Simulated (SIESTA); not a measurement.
**Input and output of a self-consistent single point for Cr₃Cu (Pm-3m, 4 atoms in the cell) (SIESTA)**

Method of the run: LDA PW92, numerical atomic orbitals TZP, PseudoDojo LDA standard norm-conserving potentials (rewritten from UPF to PSML) in SIESTA.

The input file:

```
# files in the folder: Cr.psml Cu.psml (PseudoDojo LDA standard)
SystemName  Cr3Cu
SystemLabel siesta

NumberOfAtoms                4
NumberOfSpecies              2
%block ChemicalSpeciesLabel
  1 24 Cr
  2 29 Cu
%endblock ChemicalSpeciesLabel
LatticeConstant              1.0 Ang
%block LatticeVectors
     3.601920000    0.000000000    0.000000000
     0.000000000    3.601920000    0.000000000
     0.000000000    0.000000000    3.601920000
%endblock LatticeVectors
AtomicCoordinatesFormat      Fractional
%block AtomicCoordinatesAndAtomicSpecies
     0.000000000    0.500000000    0.500000000  1
     0.500000000    0.000000000    0.500000000  1
     0.500000000    0.500000000    0.000000000  1
     0.000000000    0.000000000    0.000000000  2
%endblock AtomicCoordinatesAndAtomicSpecies

XC.functional                LDA
XC.authors                   PW92
PAO.BasisSize                TZP
PAO.EnergyShift              0.005 Ry
MeshCutoff                   300 Ry
%block kgrid.MonkhorstPack
   12   0   0  0.0
    0  12   0  0.0
    0   0  12  0.0
%endblock kgrid.MonkhorstPack
OccupationFunction           MP
OccupationMPOrder            0
ElectronicTemperature        1160.45 K

MaxSCFIterations             150
SCF.Mixer.Method             Pulay
SCF.Mixer.Weight             0.1
SCF.Mixer.History            8
SCF.DM.Tolerance             1.0E-04
Diag.ParallelOverK           true
WriteForces                  true
```

Log, with long lists cut:

```
reinit: Reading from file input.fdf

reinit: System Name: Cr3Cu
reinit: System Label: siesta

coor:   Atomic-coordinates input format  =     Fractional

siesta: Atomic coordinates (Bohr) and species
siesta:      0.00000   3.40332   3.40332  1        1
siesta:      3.40332   0.00000   3.40332  1        2
siesta:      3.40332   3.40332   0.00000  1        3
siesta:      0.00000   0.00000   0.00000  2        4

siesta: System type = bulk

initatomlists: Number of atoms, orbitals, and projectors:      4   100    72

siesta: ******************** Simulation parameters ****************************
redata: Spin configuration                          = none
redata: Time-Reversal Symmetry                      = T
redata: Number of Atomic Species                    =        2
redata: Mesh Cutoff                                 =   300.0000 Ry
redata: Net charge of the system                    =     0.0000 |e|
redata: Min. number of SCF Iter                     =        0
redata: Max. number of SCF Iter                     =      150
redata: SCF convergence failure will abort job
redata: SCF mix quantity                            = Hamiltonian
redata: Mix DM or H after convergence               =   F
redata: Recompute H after scf cycle                 =   F
redata: Mix DM in first SCF step                    =   T
redata: No kicks to SCF
redata: DM Mixing Weight for Kicks                  =     0.5000
redata: Require Harris convergence for SCF          =   F
redata: Harris energy tolerance for SCF             =     0.000100 eV
redata: Require DM convergence for SCF              =   T
redata: DM tolerance for SCF                        =     0.000100
redata: Require EDM convergence for SCF             =   F
redata: EDM tolerance for SCF                       =     0.001000 eV
redata: Require H convergence for SCF               =   T
redata: Hamiltonian tolerance for SCF               =     0.001000 eV
redata: Require (free) Energy convergence for SCF   =   F
redata: (free) Energy tolerance for SCF             =     0.000100 eV
redata: Using DFT-D3 dispersion                     =   F
redata: Using Saved Data (generic)                  =   F
redata: Method of Calculation                       = Diagonalization
redata: Electronic Temperature                      =  1160.4500 K
redata: Number of TDED substeps                     =        3
redata: Dynamics option                             = Single-point calculation
redata: Save all siesta data in one NC              =   F
redata: ***********************************************************************

%block SCF.Mixers
  Pulay
%endblock SCF.Mixers

%block SCF.Mixer.Pulay
  # Mixing method
  method pulay
  variant stable

  # Mixing options
  weight 0.1000
  weight.linear 0.1000
  history 8
%endblock SCF.Mixer.Pulay

DM_history_depth set to one: no extrapolation allowed by default for geometry relaxation
Size of DM history Fstack: 1
Total number of electrons:    61.000000
Total ionic charge:    61.000000

* ProcessorY, Blocksize:    1  64

* Orbital distribution balance (max,min):   100   100

k-point displ. along   1 input, could be:     0.00    0.50
k-point displ. along   2 input, could be:     0.00    0.50
k-point displ. along   3 input, could be:     0.00    0.50
 Kpoints in:         1008 . Kpoints trimmed:          948

siesta: k-grid: Number of k-points = 948
siesta: k-points from Monkhorst-Pack grid
siesta: k-cutoff (effective) =    21.612 Ang
siesta: k-point supercell and displacements
siesta: k-grid:    12     0     0      0.000
siesta: k-grid:     0    12     0      0.000
siesta: k-grid:     0     0    12      0.000

diag: Algorithm                                     = D&C
diag: Parallel over k                               =   F
diag: Use parallel 2D distribution                  =   F
diag: Parallel block-size                           = 64
diag: Parallel distribution                         =     1 x     1
diag: Used triangular part                          = Lower
diag: Absolute tolerance                            =  0.100E-15
diag: Orthogonalization factor                      =  0.100E-05
diag: Memory factor                                 =  1.0000

superc: Internal auxiliary supercell:     5 x     5 x     5  =     125
superc: Number of atoms, orbitals, and projectors:    500  12500   9000

                        Single-point calculation

superc: Internal auxiliary supercell:     5 x     5 x     5  =     125
superc: Number of atoms, orbitals, and projectors:    500  12500   9000

outcell: Unit cell vectors (Ang):
        3.601920    0.000000    0.000000
        0.000000    3.601920    0.000000
        0.000000    0.000000    3.601920

outcell: Cell vector modules (Ang)   :    3.601920    3.601920    3.601920
outcell: Cell angles (23,13,12) (deg):     90.0000     90.0000     90.0000
outcell: Cell volume (Ang**3)        :     46.7307
new_DM -- step:     1
Initializing Density Matrix...

Attempting to read DM from file... Failed...
DM filled with atomic data:

InitMesh: MESH = 40 x 40 x 40 = 64000
InitMesh: Mesh cutoff (required, used) =   300.000   340.843 Ry

stepf: Methfessel-Paxton step function
       Using Hermite-Gauss polynomials of order  0

        iscf     Eharris(eV)        E_KS(eV)     FreeEng(eV)     dDmax    Ef(eV) dHmax(eV)
   scf:    1   -12093.058781   -12316.708664   -12316.729890  2.519548 -0.970625 68.121564
   scf:    2   -12383.157381   -12398.420089   -12398.438238  1.193128 -1.859730 13.281997
   scf:    3   -12411.056202   -12405.254197   -12405.271157  0.376339 -2.415742  9.475023
   scf:    4   -12404.288161   -12409.889383   -12409.909580  0.892324 -4.379087 10.922885
   scf:    5   -12407.932488   -12411.906549   -12411.924091  0.164284 -4.006001  5.936695
   scf:    6   -12411.811777   -12411.859485   -12411.877019  0.003435 -4.009734  6.155304
   [... 5 lines left out ...]
   scf:   12   -12412.802001   -12412.801903   -12412.820260  0.003211 -4.273163  0.009158
   scf:   13   -12412.801901   -12412.801902   -12412.820260  0.000030 -4.273128  0.011227
   scf:   14   -12412.801854   -12412.801882   -12412.820242  0.000189 -4.273354  0.030866
   scf:   15   -12412.801915   -12412.801907   -12412.820262  0.000337 -4.273056  0.001200
   scf:   16   -12412.801907   -12412.801907   -12412.820262  0.000012 -4.273067  0.000015

SCF Convergence by DM+H criterion
max |DM_out - DM_in|         :     0.0000122405
max |H_out - H_in|      (eV) :     0.0000145811
SCF cycle converged after 16 iterations

Using DM_out to compute the final energy and forces

siesta: E_KS(eV) =           -12412.8019

siesta: E_KS - E_eggbox =    -12412.8019

siesta: Atomic forces (eV/Ang):
     1   -0.000000    0.000000   -0.000000
     2    0.000000    0.000000   -0.000000
     3    0.000000    0.000000    0.000000
     4    0.000000    0.000000    0.000000
   Tot    0.000000    0.000000    0.000000
   Max    0.000000
   Res    0.000000    sqrt( Sum f_i^2 / 3N )
   Max    0.000000    constrained

Stress tensor Voigt[x,y,z,yz,xz,xy] (kbar):      195.31      195.31      195.31       -0.00        0.00        0.00
(Free)E + p*V (eV/cell)   -12418.5169
Target enthalpy (eV/cell)   -12412.8203

siesta: Program's energy decomposition (eV):
siesta: Ebs     =     -2183.084076
siesta: Eions   =     16102.587766
siesta: Ena     =      1213.504806
siesta: Ekin    =      5468.201591
siesta: Enl     =     -1442.180738
siesta: Eso     =         0.000000
siesta: Edftu   =         0.000000
siesta: DEna    =       131.348843
siesta: DUscf   =         7.168029
siesta: DUext   =         0.000000
siesta: Ex      =     -1552.895728
siesta: Ec      =      -135.360944
siesta: Exc     =     -1688.256672
siesta: Eharris =    -12412.801907
siesta: Etot    =    -12412.801907
siesta: FreeEng =    -12412.820262

siesta: Stress tensor (static) (eV/Ang**3):
siesta:     0.121904   -0.000000    0.000000
siesta:     0.000000    0.121904   -0.000000
siesta:     0.000000   -0.000000    0.121904

siesta: Cell volume =         46.730689 Ang**3

siesta: Pressure (static):
siesta:                Solid            Molecule  Units
siesta:          -0.00132771         -0.00132771  Ry/Bohr**3
siesta:          -0.12190446         -0.12190446  eV/Ang**3
siesta:        -195.31248482       -195.31248482  kBar
```

The run converged in 16 iterations.

The starting cell comes from a database of computed structures (which also holds hypothetical and non-ambient phases and stackings), without a prior relaxation at this level. Spin polarisation is off. Values carry the incompleteness of an atom-centred basis. With a pressure of about -20 GPa the cell is away from its equilibrium volume at this level.

Cost on one core of a shared machine: roughly 7 min.
